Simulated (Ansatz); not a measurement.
Base system: InSb in the zinc blende structure (space group F-43m, No. 216; a = 6.519 Å).

Perturbation: cell and atoms relaxed at a pressure of 22.5 GPa.

Levels (all Ansatz, a quantum-chemistry and plane-wave program, PAW): PBEsol (420 eV, scalar-relativistic without spin-orbit coupling); r2SCAN (500 eV, without spin-orbit coupling); HSE06 (420 eV, scalar-relativistic without spin-orbit coupling).

One geometry, relaxed with PBEsol, under each level:

Notes on the quantities. hole mass: degenerate bands, along [100].

```json
[
 {"level": "PBEsol", "band gap": "0.66 eV", "lowest conduction level above the VBM at special points": "X 0.70 eV; L 0.96 eV; K 1.23 eV; U 1.23 eV", "electron mass": "1.1 mₑ along k, 0.19 mₑ across (off the special points)", "hole mass": "0.064, 0.20, 0.20 mₑ (at Γ)", "pressure": "225.0 kbar"},
 {"level": "r2SCAN", "band gap": "0.97 eV", "lowest conduction level above the VBM at special points": "X 1.02 eV; L 1.39 eV; K 1.56 eV; U 1.56 eV", "electron mass": "1.1 mₑ along k, 0.19 mₑ across (off the special points)", "hole mass": "0.086, 0.20, 0.20 mₑ (at Γ)", "pressure": "251.0 kbar"},
 {"level": "HSE06", "band gap": "1.23 eV", "lowest conduction level above the VBM at special points": "X 1.27 eV; L 1.71 eV; K 1.85 eV; Γ 2.19 eV", "electron mass": "–", "hole mass": "–", "pressure": "–"}
]
```

Single points use the geometry relaxed with PBEsol. Their cutoffs differ, which shifts pressures a little. The hybrid gap comes from the SCF mesh plus the semilocal run's edge points and a few special points and is an upper bound. With Sb present, leaving out spin-orbit coupling can change the band edges. Load acts through the strain it causes; cell and atoms are relaxed under it. Effective masses come from finite differences of ±0.01 Å⁻¹. Along k means along the line from Γ to the band edge. Stability against distortions was not tested. Tetrahedral semiconductors of this kind turn to denser phases somewhere between about 1 and 50 GPa; those were not computed, so compressed cells here can lie past the real transition. The final runs are not spin-polarised.
